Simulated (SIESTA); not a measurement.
## SIESTA run on LiCuS₂ (Pnnm, 8 atoms in the cell): self-consistent single point

Method of the run: GGA PBEsol, numerical atomic orbitals DZP, PseudoDojo PBEsol standard norm-conserving potentials (rewritten from UPF to PSML) in SIESTA.

Input as run:

```
# files in the folder: Li.psml Cu.psml S.psml (PseudoDojo PBEsol standard)
SystemName  LiCuS2
SystemLabel LiCuS2

NumberOfAtoms                8
NumberOfSpecies              3
%block ChemicalSpeciesLabel
  1 3 Li
  2 29 Cu
  3 16 S
%endblock ChemicalSpeciesLabel
LatticeConstant              1.0 Ang
%block LatticeVectors
     5.965540000    0.000000000    0.000000000
     0.000000000    6.654610000    0.000000000
     0.000000000    0.000000000    3.374990000
%endblock LatticeVectors
AtomicCoordinatesFormat      Bohr
%block AtomicCoordinatesAndAtomicSpecies
     0.000000000    6.287695183    3.188903387  1
     5.636618393    0.000000000    0.000000000  1
     0.000000000    0.000000000    0.000000000  2
     5.636618393    6.287695183    3.188903387  2
     2.074951963   10.740137896    3.188903387  3
     9.198284823    1.835252470    3.188903387  3
     7.711570355    8.122947653    0.000000000  3
     3.561666430    4.452442713    0.000000000  3
%endblock AtomicCoordinatesAndAtomicSpecies

XC.functional                GGA
XC.authors                   PBEsol
PAO.BasisSize                DZP
PAO.EnergyShift              0.01 Ry
PAO.Polarization.NonPerturbative true
MeshCutoff                   300 Ry
%block kgrid.MonkhorstPack
    3   0   0  0.0
    0   3   0  0.0
    0   0   5  0.0
%endblock kgrid.MonkhorstPack
OccupationFunction           FD
ElectronicTemperature        10 K

MaxSCFIterations             150
SCF.Mixer.Method             Pulay
SCF.Mixer.Weight             0.1
SCF.Mixer.History            6
SCF.DM.Tolerance             1.0E-04
Diag.ParallelOverK           true
WriteForces                  true
```

Output (repeated stretches shortened):

```
reinit: Reading from file input.fdf

reinit: System Name: LiCuS2
reinit: System Label: LiCuS2

coor:   Atomic-coordinates input format  =     Cartesian coordinates
coor:                                            (in Bohr units)

siesta: Atomic coordinates (Bohr) and species
siesta:      0.00000   6.28770   3.18890  1        1
siesta:      5.63662   0.00000   0.00000  1        2
siesta:      0.00000   0.00000   0.00000  2        3
siesta:      5.63662   6.28770   3.18890  2        4
siesta:      2.07495  10.74014   3.18890  3        5
siesta:      9.19828   1.83525   3.18890  3        6
siesta:      7.71157   8.12295   0.00000  3        7
siesta:      3.56167   4.45244   0.00000  3        8

siesta: System type = bulk

initatomlists: Number of atoms, orbitals, and projectors:      8   102   124

siesta: ******************** Simulation parameters ****************************
redata: Spin configuration                          = none
redata: Time-Reversal Symmetry                      = T
redata: Number of Atomic Species                    =        3
redata: Mesh Cutoff                                 =   300.0000 Ry
redata: Net charge of the system                    =     0.0000 |e|
redata: Min. number of SCF Iter                     =        0
redata: Max. number of SCF Iter                     =      150
redata: SCF convergence failure will abort job
redata: SCF mix quantity                            = Hamiltonian
redata: Mix DM or H after convergence               =   F
redata: Recompute H after scf cycle                 =   F
redata: Mix DM in first SCF step                    =   T
redata: No kicks to SCF
redata: DM Mixing Weight for Kicks                  =     0.5000
redata: Require Harris convergence for SCF          =   F
redata: Harris energy tolerance for SCF             =     0.000100 eV
redata: Require DM convergence for SCF              =   T
   [... lines left out ...]
diag: Parallel distribution                         =     1 x     1
diag: Used triangular part                          = Lower
diag: Absolute tolerance                            =  0.100E-15
diag: Orthogonalization factor                      =  0.100E-05
diag: Memory factor                                 =  1.0000

superc: Internal auxiliary supercell:     5 x     3 x     7  =     105
superc: Number of atoms, orbitals, and projectors:    840  10710  13020

                        Single-point calculation

superc: Internal auxiliary supercell:     5 x     3 x     7  =     105
superc: Number of atoms, orbitals, and projectors:    840  10710  13020

outcell: Unit cell vectors (Ang):
        5.965540    0.000000    0.000000
        0.000000    6.654610    0.000000
        0.000000    0.000000    3.374990

outcell: Cell vector modules (Ang)   :    5.965540    6.654610    3.374990
outcell: Cell angles (23,13,12) (deg):     90.0000     90.0000     90.0000
outcell: Cell volume (Ang**3)        :    133.9815
new_DM -- step:     1
Initializing Density Matrix...

Attempting to read DM from file... Failed...
DM filled with atomic data:

InitMesh: MESH = 64 x 72 x 36 = 165888
InitMesh: Mesh cutoff (required, used) =   300.000   314.458 Ry

stepf: Fermi-Dirac step function
        iscf     Eharris(eV)        E_KS(eV)     FreeEng(eV)     dDmax    Ef(eV) dHmax(eV)
   scf:    1   -10094.443724   -11311.785432   -11311.785539  1.155314  0.837214121.156328
   scf:    2   -11990.926609   -11898.996029   -11898.996029  0.901408 -4.542216  2.859771
   scf:    3   -11899.335203   -11899.186230   -11899.186230  0.023984 -4.673479  1.617424
   scf:    4   -11898.848534   -11899.187400   -11899.187400  0.088738 -4.803993  2.235996
   scf:    5   -11899.426417   -11899.345290   -11899.345290  0.026514 -5.041533  0.578935
   scf:    6   -11899.181805   -11899.305813   -11899.305813  0.030422 -4.907149  1.198698
   scf:    7   -11899.335356   -11899.353294   -11899.353294  0.021947 -5.028573  0.320497
   scf:    8   -11899.355607   -11899.356659   -11899.356659  0.006343 -4.999850  0.077759
   scf:    9   -11899.355936   -11899.356650   -11899.356650  0.002473 -5.011748  0.078940
   scf:   10   -11899.356430   -11899.356784   -11899.356784  0.001996 -5.002056  0.051977
   scf:   11   -11899.356900   -11899.356877   -11899.356877  0.000794 -5.007070  0.001565
   scf:   12   -11899.356877   -11899.356877   -11899.356877  0.000022 -5.007196  0.000143
SCF Convergence by DM+H criterion
max |DM_out - DM_in|         :     0.0000222700
max |H_out - H_in|      (eV) :     0.0001428943
SCF cycle converged after 12 iterations

Using DM_out to compute the final energy and forces

siesta: E_KS(eV) =           -11899.3569

siesta: E_KS - E_eggbox =    -11899.3569

siesta: Atomic forces (eV/Ang):
     1   -0.000000    0.000000    0.000000
     2   -0.000000   -0.000000   -0.000000
     3   -0.000000   -0.000000    0.000000
     4    0.000000   -0.000000    0.000000
     5    0.056514   -0.120375   -0.000000
     6   -0.056514    0.120375   -0.000000
     7    0.056514    0.120375   -0.000000
     8   -0.056514   -0.120375   -0.000000
   Tot    0.000000   -0.000000   -0.000000
   Max    0.120375
   Res    0.054289    sqrt( Sum f_i^2 / 3N )
   Max    0.120375    constrained

Stress tensor Voigt[x,y,z,yz,xz,xy] (kbar):       30.33       31.02       14.82       -0.00        0.00        0.00
(Free)E + p*V (eV/cell)   -11901.4803
Target enthalpy (eV/cell)   -11899.3569

siesta: Program's energy decomposition (eV):
siesta: Ebs     =     -2045.801239
siesta: Eions   =     15226.866996
siesta: Ena     =      1378.779572
siesta: Ekin    =      5416.907379
siesta: Enl     =     -1888.541439
siesta: Eso     =         0.000000
siesta: Edftu   =         0.000000
siesta: DEna    =        98.693888
siesta: DUscf   =         8.047249
siesta: DUext   =         0.000000
siesta: Ex      =     -1577.599036
siesta: Ec      =      -108.777493
siesta: Exc     =     -1686.376529
siesta: Eharris =    -11899.356877
siesta: Etot    =    -11899.356877
siesta: FreeEng =    -11899.356877

siesta: Atomic forces (eV/Ang):
siesta:      1   -0.000000    0.000000    0.000000
siesta:      2   -0.000000   -0.000000   -0.000000
siesta:      3   -0.000000   -0.000000    0.000000
siesta:      4    0.000000   -0.000000    0.000000
siesta:      5    0.056514   -0.120375   -0.000000
siesta:      6   -0.056514    0.120375   -0.000000
siesta:      7    0.056514    0.120375   -0.000000
siesta:      8   -0.056514   -0.120375   -0.000000
siesta: ----------------------------------------
siesta:    Tot    0.000000   -0.000000   -0.000000

siesta: Stress tensor (static) (eV/Ang**3):
siesta:     0.018933    0.000000   -0.000000
siesta:     0.000000    0.019363   -0.000000
siesta:     0.000000   -0.000000    0.009250

siesta: Cell volume =        133.981508 Ang**3

siesta: Pressure (static):
siesta:                Solid            Molecule  Units
siesta:          -0.00017262         -0.00016117  Ry/Bohr**3
siesta:          -0.01584893         -0.01479815  eV/Ang**3
siesta:         -25.39277868        -23.70925699  kBar
```

The run converged in 12 iterations.

The starting cell comes from a database of computed structures (which also holds hypothetical and non-ambient phases and stackings), without a prior relaxation at this level. Values carry the incompleteness of an atom-centred basis.
